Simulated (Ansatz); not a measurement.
## Be2Si, pressure series

Take Be2Si (space group Fm-3m, No. 225; a model cell, its experimental status unchecked) as the base.

```yaml
crystal:
  lattice:
    - [0.00000, 2.64159, 2.64159]
    - [2.64159, 0.00000, 2.64159]
    - [2.64159, 2.64159, 0.00000]
  atoms:
    - { symbol: Si, position: [0.00000, 0.00000, 0.00000] }
    - { symbol: Be, position: [0.25000, 0.25000, 0.25000] }
    - { symbol: Be, position: [0.75000, 0.75000, 0.75000] }
```

Cell and atoms are relaxed at each pressure.

Method: r2SCAN, PAW, 500 eV (Ansatz, a quantum-chemistry and plane-wave program; spin-orbit coupling left out).

Notes on the quantities. enthalpy: H = E + PV relative to the base's energy.

```csv
variant,enthalpy,shortest interatomic distance
base,–,4.323 bohr
pressure −2 GPa,-0.15 eV/atom,4.353 bohr
pressure −1 GPa,-0.08 eV/atom,4.338 bohr
pressure 1.8 GPa,+0.14 eV/atom,4.298 bohr
pressure 4.2 GPa,+0.32 eV/atom,4.267 bohr
pressure 9 GPa,+0.66 eV/atom,4.212 bohr
pressure 18 GPa,+1.28 eV/atom,4.126 bohr
pressure 30 GPa,+2.05 eV/atom,4.034 bohr
pressure 45 GPa,+2.96 eV/atom,3.942 bohr
pressure 60 GPa,+3.80 eV/atom,3.867 bohr
```

Load acts through the strain it causes; cell and atoms are relaxed under it. Whether these cells are dynamically stable was not tested. No other phases were tried under pressure. The final runs are not spin-polarised.
